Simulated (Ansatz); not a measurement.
**Functionals side by side, with their cost (level): Cs₂RbYCl₆ (Fm-3m, 10 atoms in the cell)**

Cell: a = 8.1842 Å, b = 8.1842 Å, c = 8.1842 Å, α = 60.00°, β = 60.00°, γ = 60.00°.

Program: Ansatz (a quantum-chemistry and plane-wave program), default PAW files made with PBE; each row names its functional.

Base settings: basis.ecutwfc = 30.9 Ry; kpoints.mp_grid.grid = 3 3 3; hamiltonian.xc = pbe0; hamiltonian.pseudopotentials = {kind: paw} (the program's default PAW files); scf.occupations.method = gaussian; scf.occupations.width = 0.0007 Ry.

Differences are taken from PBE0, a reference of convenience: it is no measurement, and no ranking of the functionals follows.

Core times come from one kind of shared machine and are given to one figure; runs under 30 s give none.

The starting cell comes from a database of computed structures (which also holds hypothetical and non-ambient phases and stackings), without a prior relaxation at this level. Ansatz's pressure includes its estimate of the finite-basis (Pulay) stress.

| level | gap on the mesh less reference (eV) | pressure less reference (GPa) | largest difference in the force on any atom (eV/Å) | core time / reference (rough) |
|---|---|---|---|---|
| PBEsol | -2.135 | -0.73 | 0.054 | – |
| HSE06 | -0.744 | 0.02 | 0.002 | 0.7 |
| PBE0 | 0.000 | 0.00 | 0.000 | 1 |

PBEsol ran in under 30 s, against roughly 300 s for PBE0.

Keys are those of Ansatz 0.2.
